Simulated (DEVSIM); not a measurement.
Structure: Si p+/n-/n+ power diode, at 350 K.

```csv
layer (left to right),material,thickness (μm),Nd (cm⁻³),Na (cm⁻³),τn (s),τp (s)
1,Si,1.50,-,5.8e18,1.7e-7,1.7e-7
2,Si,4.50,2e15,-,1.7e-7,1.7e-7
3,Si,5.10,1.2e18,-,1.7e-7,1.7e-7
```

Left contact: ohmic. Right contact: ohmic. Voltage is applied to the left contact. Recombination: SRH at mid-gap, radiative. Mobility is constant in doping. Where it depends on doping, it is μmin + (μ − μmin)/(1 + (N/Nref)^α).

Constants are typed, rounded textbook-type inputs, not results; the design itself was drawn at random and stands for no fabricated device. Values at 300 K; Nc and Nv go as T^1.5, mobilities as T to minus their exponent, the gap by Varshni's rule with the affinity fixed. The table also holds parameters that only a changed run uses.

```
parameter               Si
----------------  --------
gap (eV)             1.124
affinity (eV)         4.05
permittivity          11.7
Nc (cm⁻³)          2.86e19
Nv (cm⁻³)           3.1e19
μn (cm²/Vs)           1417
μp (cm²/Vs)            470
μn,min                  52
μp,min                  45
Nref,n              9.7e16
Nref,p              2.2e17
αn                    0.68
αp                    0.72
T exponent of μn       2.3
T exponent of μp       2.2
B (cm³/s)          4.7e-15
Cn (cm⁶/s)         2.8e-31
Cp (cm⁶/s)         9.9e-32
Varshni α (eV/K)  0.000473
Varshni β (K)          636
```

DEVSIM, 1D drift-diffusion, Boltzmann statistics, complete ionisation; no tunnelling, impact ionisation, image-force lowering or self-heating.

Base results: dark forward voltage at 1 A/cm² (V) 0.563; dark forward voltage at 100 A/cm² (V) 0.754; potential step across the device at zero bias (V) 0.951.

Q: What follows from this one change: minority lifetime in layer 3 1.7e-07 → 5.1e-09 s?

A: dark forward voltage at 1 A/cm² little changed (0.560 V); dark forward voltage at 100 A/cm² 0.754 → 0.747 V; potential step across the device at zero bias little changed (0.951 V).

Q: What follows from this one change: thickness of layer 2 4.5 → 7.6 μm?

A: dark forward voltage at 1 A/cm² 0.563 → 0.541 V; dark forward voltage at 100 A/cm² little changed (0.752 V); potential step across the device at zero bias little changed (0.951 V).

Q: What follows from this one change: doping Nd of layer 3 1.2e+18 → 1.2e+19 cm^-3?

A: dark forward voltage at 1 A/cm² little changed (0.565 V); dark forward voltage at 100 A/cm² 0.754 → 0.763 V; potential step across the device at zero bias 0.951 → 1.020 V.

Q: What follows from this one change: thickness of layer 3 5.1 → 1.8 μm?

A: dark forward voltage at 1 A/cm² little changed (0.559 V); dark forward voltage at 100 A/cm² 0.754 → 0.743 V; potential step across the device at zero bias little changed (0.951 V).

Q: What follows from this one change: doping-dependent mobility in place of the constant one?

A: dark forward voltage at 1 A/cm² 0.563 → 0.570 V; dark forward voltage at 100 A/cm² 0.754 → 0.795 V; potential step across the device at zero bias little changed (0.951 V).
